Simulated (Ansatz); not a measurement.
**Rh: response to strain**

Base system: Rh in the fcc (Cu type) structure (space group Fm-3m, No. 225; a = 3.800 Å). Axes: x, y, z lie along the cube axes.

Strains are applied to the cell and any free atomic positions relax; under biaxial strain the out-of-plane vector relaxes too; under stress the whole cell relaxes.

The values are results of DFT with r2SCAN, PAW potentials and a 500 eV plane-wave cutoff in Ansatz (an electronic-structure program), spin-orbit coupling left out, not measurements.

Notes on the quantities. pressure: mean of the normal stresses, compression positive; energy relative to the base: free energy F.

| case | pressure | energy relative to the base | shortest interatomic distance |
|---|---|---|---|
| base | 0.0 GPa | 0 meV/atom | 2.687 Å |
| biaxial strain +1.29 %, plane normal [001], relaxed out of plane | -3.8 GPa | +6.4 meV/atom | 2.689 Å |
| biaxial strain +3.46 %, plane normal [110], relaxed out of plane | -11.5 GPa | +54 meV/atom | 2.638 Å |
| biaxial strain −4.16 %, plane normal [111], relaxed out of plane | 21.9 GPa | (withheld) | 2.575 Å |
| isotropic strain −3.78 % | 43.8 GPa | +182 meV/atom | 2.585 Å |
| uniaxial strain ε_xx = +3.38 % | (withheld) | +20 meV/atom | 2.687 Å |
| uniaxial strain ε_yy = −3.88 % | 12.6 GPa | +31 meV/atom | 2.635 Å |
| uniaxial strain ε_zz = −1.27 % | 3.8 GPa | +3.2 meV/atom | 2.670 Å |
| uniaxial stress, 2 GPa compression along z | – | +0.5 meV/atom | 2.681 Å |
| tensor shear ε_xz = +1.97 % | 0.6 GPa | (withheld) | 2.634 Å |

### Question
What belongs in the blanks?

### Answer

- biaxial strain −4.16 %, plane normal [111], relaxed out of plane, energy relative to the base: +106 meV/atom
- uniaxial strain ε_xx = +3.38 %, pressure: -8.4 GPa
- tensor shear ε_xz = +1.97 %, energy relative to the base: +13 meV/atom

A biaxial case was relaxed in a doubled cell and then solved in the primitive one. Without a gap, meshes like the base's 21×21×21 leave anisotropic stresses uncertain by several tenths of a GPa, and small strain energies with them. Stability under load was not tested beyond the relaxation. The final runs are not spin-polarised. Rh lies near a magnetic instability that expansion can trigger; it was not tested.
